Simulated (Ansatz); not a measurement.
System: Si (P6₃/mmc, No. 194, 4 atoms in the cell; start mp-165; another form than the element's usual one). Method: PBE0 in Ansatz (PAW).

Numerical settings: plane-wave cutoff 460 eV, 9×9×4 k mesh (along the axes of the cell as run), Fermi–Dirac smearing 0.01 eV, scalar-relativistic PAW data made under PBE.

The cell is the one relaxed with PBEsol. Conventional cell: a = 3.8247 Å, b = 3.8247 Å, c = 6.3240 Å, α = 90.00°, β = 90.00°, γ = 120.00°.

```xyz
4
Lattice="3.8247 0.0000 0.0000 -1.9123 3.3123 0.0000 0.0000 0.0000 6.3240" Properties=species:S:1:pos:R:3 pbc="T T T"
Si     0.0000     2.2082     0.3984
Si     1.9123     1.1041     5.9256
Si     1.9123     1.1041     3.5604
Si     0.0000     2.2082     2.7636
```

List the 9 lowest band energies at Γ above −25 eV (eV, relative to the valence band maximum), grouping those that round alike.

At Γ: -13.70, -11.15, -8.13, -1.69 (×2), -0.37, 0.00 (×2), 2.34.

Note: the run warned that its exchange threshold was loose for the stress; cell and atoms aren't relaxed at this level (pressure 0.2 GPa).

A start named mp-… is a Materials Project structure, which need not be a measured phase.

Ansatz is a first-principles code.
